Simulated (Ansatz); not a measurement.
The starting structures come from a database of crystals and need not be the phases stable at ambient conditions.

Inside the gap of an insulator the Bloch states are evanescent, with a wavenumber k + iκ along the transport direction.

```
LiNbO3
1.0
    5.15394     0.00000     0.00000
    2.57659     4.89439     0.00000
   -0.00282    -2.71496     8.24943
Li Nb O
4 4 12
Cartesian
  5.14932   3.91335   1.21267
  2.56888   2.55445   5.33573
  5.15576   0.79552   3.28162
  2.58203  -0.56719   7.40139
  5.15365   0.15409   0.04785
  2.57424  -1.20241   4.17256
  2.57527   1.92281   2.10938
  5.15186   0.56408   6.23492
  1.89631   0.10696   3.00774
  1.67453   0.93947   0.47517
  4.15913   0.58186   1.56327
  6.05577   2.70814   2.53835
  3.57042   2.35009   3.62480
  4.47316  -1.25270   7.13163
  3.25566   3.23142   0.94538
  4.24905  -0.41926   4.60071
  1.58126  -0.77562   5.68798
  3.47739   1.34870   6.66306
  6.14624   0.99310   7.74951
  5.82916   1.87253   5.06845
```

Space group of this cell: P1. The cell is strained (lengths along the current scaled by 0.97, ions clamped); by r2SCAN its mean pressure is 1.4 GPa.

Transport runs along the normal of the first two printed cell vectors.

The gap is the functional's own. No spin-orbit coupling. Mid-gap values are interpolated on the energy grid.

Question: Predict the band gap and the smallest decay constant κ at mid-gap from r2SCAN in Ansatz (a quantum-chemistry and plane-wave program).

Answer: Gap 3.98 eV on a 8×8×4 mesh; κ = 0.448 1/Å, at (0.000, 0.167) of the in-plane reciprocal vectors. At the zone centre, at the nearest computed energy, the slowest state has κ = 0.49 1/Å.
